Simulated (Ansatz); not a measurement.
Consider KI in the rock salt structure (space group Fm-3m, No. 225).

```yaml
crystal:
  lattice:
    - [0.00000, 3.50280, 3.50280]
    - [3.50280, 0.00000, 3.50280]
    - [3.50280, 3.50280, 0.00000]
  atoms:
    - { symbol: K, position: [0.00000, 0.00000, 0.00000] }
    - { symbol: I, position: [0.50000, 0.50000, 0.50000] }
```

Calculations: PBEsol in Ansatz (plane waves to 420 eV, PAW, no SOC).

For the base:

```
Item                                              Value
-----------------------------  ------------------------
Band gap                                        3.87 eV
Width of the top valence band                   0.64 eV
Pressure                                       0.01 GPa
Hole mass                      0.44, 2.5, 2.5 mₑ (at Γ)
```

Modification: the cell is scaled by 0.9800 in all directions; the atoms relax in the strained cell.

### Question
Predict the new band gap.

### Answer
The band gap increases by 0.14 eV (3.87 eV → 4.01 eV).

### Question
Estimate the effect on the width of the top valence band.

### Answer
The width of the top valence band goes up by 0.08 eV (0.64 eV → 0.72 eV).

### Question
What does the calculation give for the pressure after the change?

### Answer
The pressure grows by 0.86 GPa to 0.87 GPa.

### Question
How does this affect the hole mass?

### Answer
The hole mass (degenerate bands, along [100]) becomes 0.40, 2.3, 2.3 mₑ (at Γ) (base: 0.44, 2.5, 2.5 mₑ (at Γ)).

Spin-orbit coupling, missing from the scalar runs, can matter with I. Masses are band curvatures over ±0.01 Å⁻¹ around the edge. Whether these cells are dynamically stable was not tested.

Ansatz is a quantum-chemistry and plane-wave program.
